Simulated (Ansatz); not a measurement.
Start from Cu in the fcc (Cu type) structure (space group Fm-3m, No. 225; a = 3.5634 Å; relaxed with 0.1 eV smearing). Axes: x, y, z lie along the cube axes.

Level of theory: PBEsol (Ansatz, an electronic-structure program), no spin-orbit coupling, earlier PAW set.

Base values:

```
Quantity   Result
--------  -------
Pressure  0.0 GPa
```

Modification: uniaxial strain ε_yy = +0.57 %, all other strain components held at zero; the atoms relax in the strained cell.

Q: How does this affect the pressure and energy relative to the base?

A: The pressure (mean of the normal stresses, compression positive) goes from zero to -0.9 GPa; the energy hardly moves.

Whether these cells are dynamically stable was not tested. The final runs are not spin-polarised.
